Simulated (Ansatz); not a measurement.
Candidates (primitive cells; geometry: relaxed with this functional, without spin-orbit coupling):
A. ScZn (Pm-3m), a = 3.3017 Å, b = 3.3017 Å, c = 3.3017 Å, α = 90.00°, β = 90.00°, γ = 90.00°
B. ScHg (Pm-3m), a = b = c = 3.4672 Å, α = β = γ = 90.00°
C. ScGa₃ (Pm-3m), a = b = c = 4.0516 Å, α = β = γ = 90.00°
D. ScB$_{2}$ (P6/mmm), a = b = 3.127 Å, c = 3.482 Å, α = β = 90.00°, γ = 120.00°

Problem. Order them by resistivity at 300 K (lowest first) at the level Ansatz (an electronic-structure program) with PBEsol, DFPT electron-phonon coupling, linearised Boltzmann equation.

Solution. D (7.7 μΩ·cm), C (11.9 μΩ·cm), A (26 μΩ·cm), B (37 μΩ·cm)

Metals; harmonic phonons alone scatter; means over directions. Halving the electron mesh moves these values by up to 9 %; q meshes are mostly untested. Spin-orbit coupling is left out.

Formula and space group known from diffraction (Crystallography Open Database), not checked to be the room-temperature form: ScB2 (P6/mmm), ScGa3 (Pm-3m), ScHg (Pm-3m), ScZn (Pm-3m). The missing spin-orbit coupling matters most for ScHg (Pm-3m).
